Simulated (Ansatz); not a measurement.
**What Co vacancy, symmetric start does to AlCo**

Consider a 14-atom supercell of AlCo in the CsCl type structure (space group Pm-3m, No. 221; a = 2.8228 Å; non-magnetic) at its relaxed geometry.

It is then changed as follows: a neutral Co vacancy, symmetric start, atoms relaxed at fixed cell.

The values are results of PBEsol (Ansatz, a first-principles code), no spin-orbit coupling, not measurements. Settings: 8×8×8 k-points, 0.05 eV Fermi–Dirac smearing.

```json
[
 {"quantity": "pressure", "base": "0.0 GPa", "changed": "-2.0 GPa", "shift": "-2.0 GPa"},
 {"quantity": "energy gained by relaxation", "base": "–", "changed": "0.28 eV", "shift": "–"},
 {"quantity": "largest displacement of a host atom from its site in the perfect cell", "base": "–", "changed": "0.08 Å", "shift": "–"},
 {"quantity": "mean distance from the defect site to its nearest host atoms", "base": "244 pm", "changed": "238 pm", "shift": "-6.8 pm"}
]
```

Other magnetic orders, which the real material may have, were not ruled out. In so small a cell the defect repeats every few ångströms: this is an ordered compound, not a dilute defect. The defect started on the symmetric site and kept its symmetry, so it may sit on a saddle. Starting moments died away, wholly or in part, for Co vacancy and the base; another magnetic solution may exist. Spin-polarised in the final run: Co vacancy; the other runs are not. The defect cell is spin-polarised and ends with 0.0 μB.
